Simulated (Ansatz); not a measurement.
The parent structure is HgTe in the zinc blende structure (space group F-43m, No. 216; a = 6.435 Å).

Structures relaxed with plane-wave PAW DFT at the LDA level (Ansatz, a quantum-chemistry and plane-wave program, 420 eV), scalar-relativistic without spin-orbit coupling.

Base:

Simulated powder pattern, Co Kα, λ = 1.79026 Å (kinematic, ideal powder, no thermal factors, no anomalous dispersion; the 14 strongest lines at most, above 2 %, up to 2θ = 90°):

```tsv
2θ (°)	I/Imax (%)	hkl
27.88	100	(111)
32.31	5.4	(200)
46.34	75	(220)
54.95	49	(311)
67.62	13	(400)
74.65	21	(331)
76.94	2.3	(420)
85.92	28	(422)
```

Perturbation: an isotropic linear strain of +0.50 %; the atoms relax in the strained cell.

Problem. Predict the new powder pattern.

Solution. 
Simulated powder pattern, Co Kα, λ = 1.79026 Å (kinematic, ideal powder, no thermal factors, no anomalous dispersion; the 14 strongest lines at most, above 2 %, up to 2θ = 90°):

| 2θ (°) | I/Imax (%) | hkl |
|---|---|---|
| 27.74 | 100 | (111) |
| 32.14 | 5.4 | (200) |
| 46.09 | 75 | (220) |
| 54.65 | 49 | (311) |
| 67.23 | 13 | (400) |
| 74.22 | 21 | (331) |
| 76.49 | 2.3 | (420) |
| 85.39 | 28 | (422) |

The indices refer to the base's conventional cell; one index is shown for lines that coincide.

Stability against distortions was not tested. The final runs are not spin-polarised.
